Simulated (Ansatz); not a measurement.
The reference is BaTe in the rock salt structure (space group Fm-3m, No. 225; a = 6.941 Å). Axes: x, y, z lie along the cube axes.

All numbers come from PBEsol (Ansatz, an electronic-structure program, PAW, without spin-orbit coupling).

For the base:

```
Quantity                            Result
---------------------  -------------------
Valence-band top at Γ  0.00, 0.00, 0.00 eV
Band gap                           1.46 eV
```

Perturbation: tensor shear ε_xy = +1.71 % (engineering shear γ = 0.0342); the atoms relax in the strained cell.

Question: How does this affect the valence-band top at Γ, stress and band gap?

Answer: The valence-band top at Γ (three highest levels, from the VBM) changes from 0.00, 0.00, 0.00 eV to 0.00, -0.06, -0.11 eV; the stress (xx, yy, zz, yz, xz, xy; compression positive) comes out as (0.00, 0.00, -0.01, 0.00, 0.00, -0.38) GPa; the band gap drops by 0.06 eV to 1.40 eV.

Spin-orbit coupling, missing from the scalar runs, can matter with Te. Whether these cells are dynamically stable was not tested.
